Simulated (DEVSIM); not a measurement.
System: abrupt Si p-n junction, at 300 K.

Layer 1 from the left is Si, thickness (μm) 0.120, Na (cm⁻³) 3.9e16, τn (s) 4.3e-5, τp (s) 4.3e-5. Layer 2 from the left is Si, thickness (μm) 7.00, Nd (cm⁻³) 2.6e14, τn (s) 4.3e-5, τp (s) 4.3e-5.

Left contact: ohmic. Right contact: ohmic. Voltage is applied to the left contact. Recombination: SRH at mid-gap, radiative. Mobility is μmin + (μ − μmin)/(1 + (N/Nref)^α).

This is a model device: material constants are rounded textbook-type values typed into the input, and sizes, dopings and lifetimes were drawn at random. Values at 300 K.

Si: gap (eV) 1.124, affinity (eV) 4.05, permittivity 11.7, Nc (cm⁻³) 2.86e19, Nv (cm⁻³) 3.1e19, μn (cm²/Vs) 1417, μp (cm²/Vs) 470, μn,min 52, μp,min 45, Nref,n 9.7e16, Nref,p 2.2e17, αn 0.68, αp 0.72, B (cm³/s) 4.7e-15.

Simulated with DEVSIM: 1D drift-diffusion, Boltzmann statistics, complete ionisation; no tunnelling, impact ionisation, image-force lowering or self-heating.

Question: What does the simulation give for the largest field in the device at zero bias, the potential step across the device at zero bias, the dark forward voltage at 1 A/cm², the dark forward voltage at 100 A/cm²?

Answer: largest field in the device at zero bias 12000 V/cm; potential step across the device at zero bias 0.651 V; dark forward voltage at 1 A/cm² 0.522 V; dark forward voltage at 100 A/cm² 0.812 V.
